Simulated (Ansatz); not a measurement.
# Response to strain in MgTe

The reference is MgTe in the zinc blende structure (space group F-43m, No. 216; a = 6.5094 Å).

Strains are applied to the cell and any free atomic positions relax.

The values are results of Ansatz (a quantum-chemistry and plane-wave program), PBE, PAW, cutoff 420 eV, spin-orbit coupling left out, not measurements.

Candidates:
(a) isotropic strain −2.50 %
(b) isotropic strain +1.50 %
(c) isotropic strain +2.00 %
(d) isotropic strain +0.50 %
(e) isotropic strain +1.00 %

Base values:

Band gap: 2.33 eV

### Question
Order them by band gap, highest first.

### Answer
(a) isotropic strain −2.50 % (2.67 eV), (d) isotropic strain +0.50 % (2.26 eV), (e) isotropic strain +1.00 % (2.20 eV), (b) isotropic strain +1.50 % (2.14 eV), (c) isotropic strain +2.00 % (2.08 eV)

Spin-orbit coupling, missing from the scalar runs, can matter with Te. Stability against distortions was not tested.
